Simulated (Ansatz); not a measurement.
A relaxation of the atoms of TiAl3 (I4mm, 4 atoms in the cell) with Ansatz (a first-principles code).

Level of theory: LDA (PW92), default PAW files made with PBE (plane waves; Ansatz).

The change in words: one atom moved by 0.15 angstrom; relax: default → atoms; relax.f_tol: default → 0.1 eV/Å. Reference geometry:
```yaml
crystal:
  lattice:
    - [-1.90537, 1.90537, 4.26783]
    - [1.90537, -1.90537, 4.26783]
    - [1.90537, 1.90537, -4.26783]
  atoms:
    - { symbol: Ti, position: [0.00000, 0.00000, 0.00000] }
    - { symbol: Al, position: [0.50000, 0.50000, 0.00000] }
    - { symbol: Al, position: [0.75000, 0.25000, 0.50000] }
    - { symbol: Al, position: [0.25000, 0.75000, 0.50000] }
```

Reference input (self-consistent single point, DFT, LDA (PW92), plane waves, default PAW files made with PBE): basis.ecutwfc = 420 eV; kpoints.mp_grid.grid = 12 12 12; hamiltonian.xc = lda; hamiltonian.pseudopotentials = {kind: paw} (the program's default PAW files); scf.occupations.method = gaussian; scf.occupations.width = 0.1 eV. This run's input differs from it in these lines:

```diff
@@ -7,3 +7,3 @@
   atoms:
-    - { symbol: Ti, position_ang: [0.000000, 0.000000, 0.000000] }
+    - { symbol: Ti, position_ang: [-0.000000, 0.000000, 0.149997] }
     - { symbol: Al, position_ang: [0.000000, 0.000000, 4.267828] }
@@ -20,2 +20,4 @@
   occupations: { method: gaussian, width: 0.1 }
+relax:
+  f_tol: 0.1
 output:
```

Output, abridged:

```
   [... SCF lines of the steps left out ...]
relax step   1: F+E_penalty+E_count = -3990.51310772 eV  Δ(F+E_penalty+E_count) = +0.000e0 eV  max|allowed force component| = 1.124e0 eV/Å  Δτ_max = 0.0000 Å  (6 SCF iters, dr2 threshold 1.00e-4 eV, accepted)
relax step   2: F+E_penalty+E_count = -3990.58529907 eV  Δ(F+E_penalty+E_count) = -7.219e-2 eV  max|allowed force component| = 3.582e-1 eV/Å  Δτ_max = 0.1378 Å  (6 SCF iters, dr2 threshold 7.89e-5 eV, accepted)
relax step   3: F+E_penalty+E_count = -3990.59708551 eV  Δ(F+E_penalty+E_count) = -1.179e-2 eV  max|allowed force component| = 5.130e-3 eV/Å  Δτ_max = 0.0256 Å  (6 SCF iters, accepted)
the relaxation is at rest under the 8 symmetry operations that the run kept from its start: a minimum is not shown …
Free energy (F): -3990.597086 eV
Internal energy: -3990.588263 eV  (E = F + TS)
E sigma→0 (E₀):  -3990.592674 eV
Entropy (-TS):   -0.008822 eV (-2.206 meV/atom)
Fermi energy:    9.552763 eV
--- Forces (eV/Å), atoms counted from 1 ---
  atom   1  Ti    -0.00000000     0.00000000    -0.00011224
  atom   2  Al    -0.00000000     0.00000000     0.00513131
  atom   3  Al     0.00000000     0.00000000    -0.00250647
  atom   4  Al    -0.00000000     0.00000000    -0.00250647
--- Stress (GPa, compression-positive) ---
       -2.716478      -0.000000      -0.000000
   [... lines left out ...]
  atoms:
    - { symbol: Ti, position: [0.004435697294129476, 0.004435697294129476, -3.234526287800574e-33] }
    - { symbol: Al, position: [0.5042775836239378, 0.5042775836239378, -1.617263143900287e-33] }
    - { symbol: Al, position: [0.7544298546855693, 0.25442985468556917, 0.5000000000000001] }
    - { symbol: Al, position: [0.25442985468556917, 0.7544298546855693, 0.5000000000000001] }
```

The run converged.  The full log also holds: “iter 4 did not close the SCF: its close was put off for the readings that it lacked (scf_convergence_deferred on its scf_iter line)”. The full log also holds: “iter 5 did not close the SCF: its close was put off for the readings that it lacked (scf_convergence_deferred on its scf_iter line)”.

Summary of the result:
Free energy E − TS (on the zero of these files): -3990.5971 eV
Fermi level (on the code's own zero): 9.55 eV
Pressure: -2.55 GPa
Largest force (vector length): 0.005 eV/Å
Relaxation steps: 3

The starting cell comes from a database of computed structures (which also holds hypothetical and non-ambient phases and stackings), without a prior relaxation at this level. Its lattice was rescaled by up to half a per cent. For this run, on top of that: one atom moved by 0.15 angstrom. Spin polarisation is off. The relaxation keeps the symmetry of its start, so its end need not be a minimum. Ansatz's pressure includes its estimate of the finite-basis (Pulay) stress.

Cost on one core of a shared machine: roughly 50 s.

Keys are those of Ansatz 0.2.
